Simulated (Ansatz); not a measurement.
Worked example: self-consistent single point of HfPt₃ (P4mm, 4 atoms in the cell) in Ansatz (a quantum-chemistry and plane-wave program).

Level of theory: LDA (PW92), default PAW files made with PBE (plane waves; Ansatz).

```xyz
4
Lattice="4.0225 0.0000 0.0000 0.0000 4.0225 0.0000 0.0000 0.0000 4.0225" Properties=species:S:1:pos:R:3 pbc="T T T"
Hf     0.0000     0.0000     0.0500
Pt     2.0112     2.0112     0.0000
Pt     0.0000     2.0112     2.0112
Pt     2.0112     0.0000     2.0112
```

Reference input (self-consistent single point, DFT, LDA (PW92), plane waves, default PAW files made with PBE): basis.ecutwfc = 420 eV; kpoints.mp_grid.grid = 8 8 8; hamiltonian.xc = lda; hamiltonian.pseudopotentials = {kind: paw} (the program's default PAW files); scf.occupations.method = gaussian; scf.occupations.width = 0.1 eV. This run's input differs from it in these lines:

Ansatz 0.2 input:
```diff
@@ -14,3 +14,3 @@
 kpoints:
-  mp_grid: { grid: [8, 8, 8] }
+  mp_grid: { grid: [13, 13, 13] }
 hamiltonian:
@@ -19,3 +19,3 @@
 scf:
-  occupations: { method: gaussian, width: 0.1 }
+  occupations: { method: fermi_dirac, width: 0.01 }
 output:
```

Output (repeated stretches shortened):

```
SCF iter   1: F=—  HF=-52216.146699 eV  |F-HF|=—  |Δ(HF+E_count)|=         —  Δρ=6.44e-3  dr2=8.25e-3  ethr=1.77e-3  ⟨swp⟩=5.9  Hψ=29744  notcnv=0
all-band conjugate gradients solve this SCF's bands
preconditioner: auto → Resta (q_TF=auto, 2.824 Å⁻¹)
SCF iter   2: F=—  HF=-52216.148252 eV  |F-HF|=—  |Δ(HF+E_count)|=   1.55e-3  Δρ=3.47e-3  dr2=2.56e-3  ethr=1.03e-5  ⟨swp⟩=2.0  Hψ=15209  notcnv=0  defer=396
   [... lines left out ...]
SCF iter   4: F=—  HF=-52216.147784 eV  |F-HF|=—  |Δ(HF+E_count)|=   2.04e-5  Δρ=1.46e-4  dr2=8.45e-6  ethr=5.31e-8  ⟨swp⟩=2.0  Hψ=15705  notcnv=0  defer=405
SCF iter   5: F=—  HF=-52216.147778 eV  |F-HF|=—  |Δ(HF+E_count)|=   6.13e-6  Δρ=5.63e-5  dr2=2.49e-6  ethr=1.06e-8  ⟨swp⟩=2.0  Hψ=12945  notcnv=0  defer=405
SCF iter   6: F=—  HF=-52216.147777 eV  |F-HF|=—  |Δ(HF+E_count)|=   7.24e-7  Δρ=1.55e-5  dr2=2.24e-7  ethr=3.11e-9  ⟨swp⟩=2.1  Hψ=11645  notcnv=0  defer=405
SCF iter   7: F=-52216.147777 eV  HF=-52216.147777 eV  |F-HF|=2.83e-9  |Δ(HF+E_count)|=   6.08e-8  Δρ=2.21e-6  dr2=3.13e-9  ethr=1.25e-10  ⟨swp⟩=7.1  Hψ=33189  notcnv=0
SCF 1 converged in 7 iterations: F = -52216.147777 eV  dr2 = 3.13e-9
Free energy (F): -52216.147777 eV
Internal energy: -52216.147598 eV  (E = F + TS)
E sigma→0 (E₀):  -52216.147688 eV
Entropy (-TS):   -0.000179 eV (-0.045 meV/atom)
Fermi energy:    23.611632 eV
--- Forces (eV/Å), atoms counted from 1 ---
  atom   1  Hf    -0.00000000     0.00000000    -0.28863558
  atom   2  Pt     0.00000000     0.00000000     0.02210797
  atom   3  Pt     0.00000000     0.00000000     0.13326481
  atom   4  Pt     0.00000000     0.00000000     0.13326481
--- Stress (GPa, compression-positive) ---
      -11.670203       0.000000       0.000000
        0.000000     -11.670203       0.000000
        0.000000       0.000000     -11.610138
  P = ⅓ Tr σ = -11.6502 GPa (-116.502 kbar)
  The stress holds the Pulay correction. Without it, at fixed plane waves, as pw.x and ABINIT print it: P = -11.6963 GPa
```

The run converged in 7 iterations. Against the reference run the free energy falls by 1.9 meV/atom, the pressure hardly changes (-11.63 to -11.65 GPa) and the largest force moves little (0.288 to 0.289 eV/Å).

The starting cell comes from a database of computed structures (which also holds hypothetical and non-ambient phases and stackings), without a prior relaxation at this level. Its lattice was rescaled by up to half a per cent. One atom was moved a little off its site on purpose. Spin polarisation is off. With a pressure of about -12 GPa the cell is away from its equilibrium volume at this level. Ansatz's pressure includes its estimate of the finite-basis (Pulay) stress.

Cost on one core of a shared machine: roughly 50 s.
